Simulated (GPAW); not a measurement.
Worked example: self-consistent single point of LaH3 (Fm-3m, 4 atoms in the cell) in GPAW

Computed with LDA (Perdew-Wang 92), GPAW PAW datasets LDA (gpaw-data 1.0.1) (plane waves; GPAW).

Input:

```python
from ase import Atoms
from ase.units import GPa
from gpaw import GPAW, PW

atoms = Atoms(['La', 'H', 'H', 'H'],
              cell=[[0.000000, 2.844160, 2.844160],
                    [2.844160, 0.000000, 2.844160],
                    [2.844160, 2.844160, 0.000000]],
              positions=[[0.000000, 0.000000, 0.000000],
                         [2.844160, 2.844160, 2.844160],
                         [4.266240, 4.266240, 4.266240],
                         [1.422080, 1.422080, 1.422080]],
              pbc=True)

calc = GPAW(mode=PW(850),
            xc='LDA',
            kpts={'size': (10, 10, 10), 'gamma': True},
            occupations={'name': 'methfessel-paxton', 'width': 0.272, 'order': 0},
            nbands=-10,
            convergence={'density': 1e-05, 'energy': 1e-05},
            symmetry={'symmorphic': False, 'tolerance': 0.0005},
            maxiter=120)

atoms.calc = calc

energy = atoms.get_potential_energy()
print('Energy (eV):', round(energy, 6))
forces = atoms.get_forces()
print('Forces (eV/Ang):')
print(forces.round(5))
stress = atoms.get_stress()
print('Stress (GPa, Voigt):', (stress / GPa).round(4))
```

Output, abridged:

```
Input parameters:
  convergence: {density: 1e-05,
                energy: 1e-05}
  kpts: {gamma: True,
         size: (10, 10, 10)}
  maxiter: 120
  mode: {ecut: 850.0,
         name: pw}
  nbands: -10
  occupations: {name: methfessel-paxton,
                order: 0,
                width: 0.272}
  symmetry: {symmorphic: False,
             tolerance: 0.0005}

species:
  La:
    name: Lanthanum
    Z: 57.0
    valence: 11
    core: 46
    charge: 0.0
    file: La.LDA.gz

    # Using partial waves for La as LCAO basis

  H:
    name: Hydrogen
    Z: 1.0
    valence: 1
    core: 0
    charge: 0.0
    file: H.LDA.gz

    # Using partial waves for H as LCAO basis

Reference energy: -230975.009786  # eV

Spin-paired calculation

Convergence criteria:
 Maximum [total energy] change in last 3 cyles: 1e-05 eV / valence electron
 Maximum integral of absolute [dens]ity change: 1e-05 electrons / valence electron
 Maximum integral of absolute [eigenst]ate change: 4e-08 eV^2 / valence electron
 Maximum number of scf [iter]ations: 120

Symmetries present (total): 48
Symmetries with fractional translations: 0
1000 k-points: 10 x 10 x 10 Monkhorst-Pack grid + [1/20,1/20,1/20]
47 k-points in the irreducible part of the Brillouin zone
       k-points in crystal coordinates                weights
   0:     0.00000000    0.00000000    0.00000000          1/1000
   1:     0.10000000    0.10000000    0.00000000          6/1000
   2:     0.10000000    0.10000000    0.10000000          8/1000
   [... 7 lines left out ...]
          ...
  46:     0.50000000    0.50000000    0.50000000          4/1000

Wave functions: Plane wave expansion
  Cutoff energy: 850.000 eV
  Number of coefficients (min, max): 2576, 2637
  Pulay-stress correction: 0.000000 eV/Ang^3 (de/decut=0.000000)

Occupation numbers: Methfessel-Paxton:
  width: 0.2720  # eV
  order: 0

Eigensolver

Densities:
  Coarse grid: 28*28*28 grid
  Fine grid: 56*56*56 grid
  Total Charge: 0.000000

Density mixing:
  Method: separate
  Backend: pulay
  Linear mixing parameter: 0.05
  old densities: 5
  Damping of long wavelength oscillations: 50

Hamiltonian:
  XC and Coulomb potentials evaluated on a 56*56*56 grid
  External potential:
    NoExternalPotential

Number of atoms: 4
Number of atomic orbitals: 23
Number of bands in calculation: 17
Number of valence electrons: 14
Bands to converge: occupied

Density initialized from atomic densities
  17 bands from LCAO basis set

Atomic positions and initial magnetic moments

Positions:
   0 La     0.000000    0.000000    0.000000    ( 0.0000,  0.0000,  0.0000)
   1 H      2.844160    2.844160    2.844160    ( 0.0000,  0.0000,  0.0000)
   2 H      4.266240    4.266240    4.266240    ( 0.0000,  0.0000,  0.0000)
   3 H      1.422080    1.422080    1.422080    ( 0.0000,  0.0000,  0.0000)

Unit cell:
           periodic     x           y           z      points  spacing
  1. axis:    yes    0.000000    2.844160    2.844160    28     0.1173
  2. axis:    yes    2.844160    0.000000    2.844160    28     0.1173
  3. axis:    yes    2.844160    2.844160    0.000000    28     0.1173

  Lengths:   4.022250   4.022250   4.022250
  Angles:   60.000000  60.000000  60.000000

Effective grid spacing dv^(1/3) = 0.1280

     iter     time        total  log10-change:
                         energy   eigst   dens
iter:   1 --:--:--   -19.212940
iter:   2 --:--:--   -19.056983   -1.44  -0.86
iter:   3 --:--:--   -18.393005   -0.44  -0.89
iter:   4 --:--:--   -18.334969   -1.60  -1.63
iter:   5 --:--:--   -18.299218   -2.19  -1.72
iter:   6 --:--:--   -18.300496   -2.25  -1.76
iter:   7 --:--:--   -18.317210   -2.37  -2.14
iter:   8 --:--:--   -18.298137   -2.79  -1.74
iter:   9 --:--:--   -18.296049   -3.10  -2.50
iter:  10 --:--:--   -18.296171   -3.95  -3.07
iter:  11 --:--:--   -18.296067c  -4.23  -2.80
iter:  12 --:--:--   -18.296036c  -4.77  -3.02
iter:  13 --:--:--   -18.296046c  -5.19  -3.41
iter:  14 --:--:--   -18.296046c  -5.60  -3.52
iter:  15 --:--:--   -18.296049c  -5.98  -3.38
iter:  16 --:--:--   -18.296054c  -5.99  -3.41
iter:  17 --:--:--   -18.296042c  -5.91  -3.49
iter:  18 --:--:--   -18.296044c  -6.59  -3.71
iter:  19 --:--:--   -18.296043c  -6.77  -3.67
iter:  20 --:--:--   -18.296030c  -6.06  -3.65
iter:  21 --:--:--   -18.296033c  -7.02  -3.91
iter:  22 --:--:--   -18.296033c  -7.38  -3.94
iter:  23 --:--:--   -18.296031c  -7.64c -3.99
iter:  24 --:--:--   -18.296029c  -7.34  -4.08
iter:  25 --:--:--   -18.296030c  -7.95c -4.15
iter:  26 --:--:--   -18.296030c  -8.43c -4.19
iter:  27 --:--:--   -18.296031c  -8.06c -4.19
iter:  28 --:--:--   -18.296031c  -8.41c -4.25
iter:  29 --:--:--   -18.296029c  -7.31  -4.28
iter:  30 --:--:--   -18.296029c  -8.01c -4.85
iter:  31 --:--:--   -18.296029c  -8.85c -5.34c

Converged after 31 iterations.

Dipole moment: (-0.000000, -0.000000, -0.000000) |e|*Ang

Energy contributions relative to reference atoms: (reference = -230975.009786)

Kinetic:        +14.984692
Potential:      -15.764696
External:        +0.000000
XC:             -16.985213
Entropy (-ST):   -0.006461
Local:           -0.527581
SIC:             +0.000000
--------------------------
Free energy:    -18.299260
Extrapolated:   -18.296029

Showing only first 2 kpts
 Kpt  Band  Eigenvalues  Occupancy
  0     5      5.75459    2.00000
  0     6      8.79179    0.07339
  0     7      8.79179    0.07339
  0     8      8.79179    0.07339

  1     5      5.29876    2.00000
  1     6      8.25575    1.68107
  1     7      8.90739    0.01678
  1     8      8.90739    0.01678

Fermi level: 8.44744

No gap
No difference between direct/indirect transitions
Energy (eV): -18.296029

Forces in eV/Ang:
  0 La    0.00000    0.00000    0.00000
  1 H     0.00000    0.00000    0.00000
  2 H     0.00000    0.00000    0.00000
  3 H     0.00000    0.00000   -0.00000

Stress tensor:
     0.052728    -0.000000    -0.000000
    -0.000000     0.052728     0.000000
    -0.000000     0.000000     0.052728
Stress (GPa, Voigt): [ 8.4479  8.4479  8.4479  0.     -0.     -0.    ]
```

The run converged in 31 iterations. GPAW prints stress with tension positive.

The starting cell comes from a database of computed structures (which also holds hypothetical and non-ambient phases and stackings), without a prior relaxation at this level. Its lattice was rescaled by a random factor within 2.5 % of one. With a pressure of about -8 GPa the cell is away from its equilibrium volume at this level.

Cost on one core of a shared machine: roughly 3 min.
